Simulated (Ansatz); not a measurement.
The reference is ZnO in the wurtzite structure (space group P6_3mc, No. 186; a = 3.230 Å, c = 5.214 Å). Axes: x lies along a and z along c of the hexagonal cell.

All numbers come from PBEsol (Ansatz, a program for electronic structure, PAW, scalar-relativistic without spin-orbit coupling).

Base values:

* **Electron mass**: 0.13 mₑ (at Γ)
* **Band gap**: 0.70 eV
* **Valence-band top at Γ**: 0.00, 0.00, -0.10 eV

It is then changed as follows: the cell is compressed by 0.60 % along z with no lateral relaxation; the atoms relax in the strained cell.

### Question
What does the calculation give for the electron mass after the change?

### Answer
The electron mass becomes 0.14 mₑ (at Γ) (base: 0.13 mₑ (at Γ)).

### Question
Estimate the effect on the band gap.

### Answer
The band gap goes up by 0.02 eV to 0.72 eV.

### Question
How does this affect the valence-band top at Γ?

### Answer
The valence-band top at Γ (three highest levels, from the VBM) changes from 0.00, 0.00, -0.10 eV to 0.00, 0.00, -0.09 eV.

Effective masses come from finite differences of ±0.01 Å⁻¹. Stability against distortions was not tested.
